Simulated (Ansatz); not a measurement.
Brucite Ca(OH)₂ (model structure) was calculated with PBEsol in Ansatz (PAW).

Settings: plane-wave cutoff 500 eV, 12×12×6 k mesh (along the axes of the cell as run), gaussian smearing 0.02 eV, scalar-relativistic PAW data made under PBE.

Cell (relaxed at this level):

Space group P-3m1 (No. 164); a = b = 3.561 Å, c = 4.768 Å, α = β = 90.00°, γ = 120.00°

```json
[
 {"atom": "Ca", "site": "1a", "symmetry": "-3m.", "x": "0.0000", "y": "0.0000", "z": "0.0000"},
 {"atom": "H", "site": "2d", "symmetry": "3m.", "x": "0.3333", "y": "0.6667", "z": "0.4433"},
 {"atom": "O", "site": "2d", "symmetry": "3m.", "x": "0.3333", "y": "0.6667", "z": "0.2388"}
]
```

Task: Give the computed band gap.

Result: 
- band gap: 4.19 eV (on the SCF k mesh)

The computed numbers hold no vibrational or temperature effects.

The result took around 50 core-seconds (rough).

A model structure was made by putting elements into a prototype or built by hand; here it ended with the formula and space group of a phase in our tables.

Ansatz is a first-principles code.
